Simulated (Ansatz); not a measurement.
The starting structures come from a database of crystals and need not be the phases stable at ambient conditions.

 Where the default PAW files enter, the runs use the earlier of Ansatz's two default sets.

By PBEsol, the system below comes out a metal.

Without scattering a metal conducts by its projected Fermi surface.

Input:

```yaml
crystal:
  lattice:
    - [2.98075, 0.00000, 0.00000]
    - [-1.49037, 2.58140, 0.00000]
    - [0.00000, 0.00000, 4.70166]
  atoms:
    - { symbol: Ag, position: [0.33333, 0.66667, 0.25000] }
    - { symbol: Ag, position: [0.66667, 0.33333, 0.75000] }
```

Space group of this cell: P6_3/mmc, hcp (Mg type). The cell is strained (lengths across the current scaled by 1.02, ions clamped); by PBEsol its mean pressure is -7.4 GPa.

The current flows along the normal of the first two printed cell vectors, the (001) (indices of the unstrained crystal) plane of the conventional cell. No spin-orbit coupling; the value is a mean over 0.1 eV about the Fermi level.

### Question
Estimate the ballistic conductance per area that PBEsol (Ansatz, an electronic-structure program) returns for this system.

### Answer
0.84 × 10¹⁵ S/m² for both spins.
